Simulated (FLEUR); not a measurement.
A self-consistent single point of NaPt₂ (Fd-3m, 6 atoms in the cell) with FLEUR.

Computed with FLEUR with LDA (Perdew-Zunger), all-electron FLAPW (FLEUR), scalar-relativistic valence.

The change in words: lattice scaled by 0.98. Reference geometry:
```xyz
6
Lattice="0.0000 3.7523 3.7523 3.7523 0.0000 3.7523 3.7523 3.7523 0.0000" Properties=species:S:1:pos:R:3 pbc="T T T"
Na     3.7523     3.7523     3.7523
Na     5.6285     5.6285     5.6285
Pt     0.9381     0.9381     0.9381
Pt     0.9381     2.8143     2.8143
Pt     2.8143     2.8143     0.9381
Pt     2.8143     0.9381     2.8143
```

Reference input (self-consistent single point, DFT, LDA (Perdew-Zunger), all-electron FLAPW (FLEUR), scalar-relativistic valence): Kmax = 4.3 1/bohr; GmaxXC = 17.2 1/bohr; xcFunctional = pz; jspins = 1; l_soc = F; mode = hist; fermiSmearingEnergy = 0.00367493 Htr; mesh (inpgen div1-3) = 8 8 8; inpgen gamma flag = true; Gmax = 17.2 1/bohr; numbands = 0; maxIterBroyd = 99. This run's input differs from it in these lines:

```diff
@@ -3,6 +3,6 @@
 &input film=f /
-0.0000000000 0.7071067812 0.7071067812
+-0.0000000000 0.7071067812 0.7071067812
 0.7071067812 0.0000000000 0.7071067812
-0.7071067812 0.7071067812 0.0000000000
-10.0280664992
+0.7071067812 0.7071067812 -0.0000000000
+9.8275051692
 1.0 1.0 1.0
@@ -48,5 +48,5 @@
          <bravaisMatrix>
-            <row-1>    0.0000000000000000     7.0909138239088643     7.0909138239088643</row-1>
-            <row-2>    7.0909138239088643     0.0000000000000000     7.0909138239088643</row-2>
-            <row-3>    7.0909138239088643     7.0909138239088643     0.0000000000000000</row-3>
+            <row-1>    0.0000000000000000     6.9490955474193736     6.9490955474193736</row-1>
+            <row-2>    6.9490955474193736     0.0000000000000000     6.9490955474193736</row-2>
+            <row-3>    6.9490955474193736     6.9490955474193736     0.0000000000000000</row-3>
          </bravaisMatrix>
```

Output (repeated stretches shortened):

```
 Iteration:     1   Distance:      16.40917547 me/bohr^3
 Iteration:     2   Distance:      14.67267687 me/bohr^3
 Iteration:     3   Distance:       6.58012473 me/bohr^3
 Iteration:     4   Distance:       1.71084796 me/bohr^3
 Iteration:     5   Distance:       1.45654171 me/bohr^3
   [... 7 lines left out ...]
 Iteration:    13   Distance:       0.00036059 me/bohr^3
 Iteration:    14   Distance:       0.00004136 me/bohr^3
 Iteration:    15   Distance:       0.00004104 me/bohr^3
 Iteration:    16   Distance:       0.00000313 me/bohr^3
 Run finished successfully
 Stop message:
   Structural relaxation: Done

[file out, last iteration]
             iter=     17
[...]
          total density-effective poten   -1.3015388879E+05
          total charge density-energy d   -1.4152296483E+03
 Updated energy parameters for spin:           1
[...]
 fermi energy and band-weighting factors:
   [... 5 lines left out ...]

[...]
FERMIE:
          first approx. to ef    (T=0)  :   0.354287 htr   (energy of the highest occ. eigenvalue)
          number of occ. states  (T=0)  :       1184
          first approx. to seigv (T=0)  : -39.078797 htr
          sum of weights of occ. states :  41.035156
          sum of semicore charge        :   0.000000 e
FERHIS:  Fermi-Energy by histogram:
          bandgap                     :   0.001188 htr
   [... lines left out ...]
          charge neutrality (T=0)     :   0.070312    (zero if the highest occ. eigenvalue is "entirely" occupied)
     EF_NEWTON:  Adjust Fermi-Energy by Newton-Method.
 Direct bandgap for spin            1 :    1.1139751210777871E-002  Htr
 ---->    free energy=                    -74069.3217289780 htr
   [... lines left out ...]
      extrapolation for T->0
 ---->    total electron energy=          -74069.3202085895 htr
 ***** TOTAL FORCES ON ATOMS *****
 TOTAL FORCE FOR ATOM TYPE=  1  X=  5.212   Y=  5.212   Z=  5.212
                       FX_TOT= 0.000000 FY_TOT= 0.000000 FZ_TOT= 0.000000
 TOTAL FORCE FOR ATOM TYPE=  2  X=  0.000   Y=  0.000   Z=  0.000
                       FX_TOT= 0.000000 FY_TOT= 0.000000 FZ_TOT= 0.000000
 Structural relaxation: Done
```

The run converged in 16 iterations. FLEUR gives forces in its relaxation mode, with a further iteration, so its stop message speaks of a relaxation. Against the reference run the free energy goes down by 3.0 meV/atom.

The starting cell comes from a database of computed structures (which also holds hypothetical and non-ambient phases and stackings), without a prior relaxation at this level. For this run, on top of that: lattice scaled by 0.98. Spin-orbit coupling is off. Spin polarisation is off. Values depend on the basis (sphere radii, cutoffs, local orbitals), which need not be converged. The log's line on a gap gives a spacing of levels on this mesh, which the program prints for metals too.

Cost on one core of a shared machine: roughly 4 min.
